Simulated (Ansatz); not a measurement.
The starting structures come from a database of crystals and need not be the phases stable at ambient conditions.

By PBEsol, the system below comes out a metal.

The ballistic (Sharvin) conductance counts the channels at the Fermi level: G/A = (e²/h) × channels of both spins per area.

Input:

```yaml
crystal:
  lattice:
    - [2.63682, 0.00000, 0.00000]
    - [-0.26546, 2.62342, 0.00000]
    - [0.00000, 0.00000, 4.05441]
  atoms:
    - { symbol: Al, position: [0.00000, 0.00000, 0.00000] }
    - { symbol: V, position: [0.50000, 0.50000, 0.50000] }
```

Space group of this cell: Cmmm. The cell is taken as given; by PBEsol its mean pressure is -1.9 GPa.

The current flows along the normal of the first two printed cell vectors. No spin-orbit coupling; the value is a mean over 0.1 eV about the Fermi level.

Task: Predict the ballistic conductance per area from PBEsol run with Ansatz (a first-principles code).

Result: 0.68 × 10¹⁵ S/m² for both spins.
